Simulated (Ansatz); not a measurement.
Si (diamond structure), cut as (100) film, 14 layers, dimers on {100} faces where they fit, ended by OH. Cell contents Si56O8H8; atoms relaxed. k-points: Γ-centred 4×4×1 mesh; occupations: Fermi-Dirac, 0.020 eV; spin polarisation not allowed. Scalar-relativistic, no spin-orbit coupling.

 The in-plane lattice is held at the bulk value.

### Question
What is the computed electronic structure (gap or metallic character) (PBE run with Ansatz, a first-principles code)?

### Answer

- electronic character = not metallic
- Kohn-Sham band gap = 0.75 eV
- character of the gap on the mesh and a band path of the cell's zone = direct (the cell's symmetry is low, so an edge off the path may lie nearer)
- k-point of the valence-band top (reciprocal lattice units) = (0.000, 0.000, 0.000)
- k-point of the conduction-band bottom (reciprocal lattice units) = (0.000, 0.000, 0.000)
- weight of the highest filled level on the outer atoms and the ending = 0.12
- weight of the lowest empty level on the outer atoms and the ending = 0.18
- electron mass at the zone centre = 0.25 mₑ along the first reciprocal vector, 0.17 mₑ along the second reciprocal vector
- hole mass of the top band at the zone centre = 0.16 mₑ along the second reciprocal vector; not resolved along the other
- change of bonding against the cut = none
- number of neighbours within 2.833 Å (ending not counted) = 3 for 8 atoms, 4 for 48 atoms
- mean Si-Si distance (least to greatest) = 2.373 Å (2.349 to 2.441)
